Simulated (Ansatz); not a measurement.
Consider CuI in the zinc blende structure (space group F-43m, No. 216).

```
CELL_PARAMETERS angstrom
      0.00000     2.93094     2.93094
      2.93094     0.00000     2.93094
      2.93094     2.93094     0.00000
ATOMIC_POSITIONS crystal
  Cu 0.00000 0.00000 0.00000
  I  0.25000 0.25000 0.25000
```

Cartesian axes are those of the cell as printed.

Level of theory: LDA/PAW in Ansatz (a first-principles code), scalar-relativistic without spin-orbit coupling.

Strains are applied to the cell and any free atomic positions relax.

One change was made to it. Results:

```csv
quantity,base,after
band gap,1.22 eV,1.18 eV
"valence-band top at Γ (three highest levels, from the VBM)","0.00, 0.00, 0.00 eV","0.00, -0.04, -0.07 eV"
energy relative to the base (free energy F),0 meV/atom,+2.5 meV/atom
```

**Question.** Which change produced these results?
(A) tensor shear ε_xy = +1.71 %
(B) tensor shear ε_xy = +0.29 %
(C) tensor shear ε_xy = +1.14 %

**Answer.** A, tensor shear ε_xy = +1.71 %. For comparison, the valence-band top at Γ in the other runs: tensor shear ε_xy = +0.29 % gives 0.00, -0.01, -0.01 eV; tensor shear ε_xy = +1.14 % gives 0.00, -0.03, -0.04 eV.

Spin-orbit coupling, missing from the scalar runs, can matter with I. No phonon test of stability was made. The final runs are not spin-polarised.
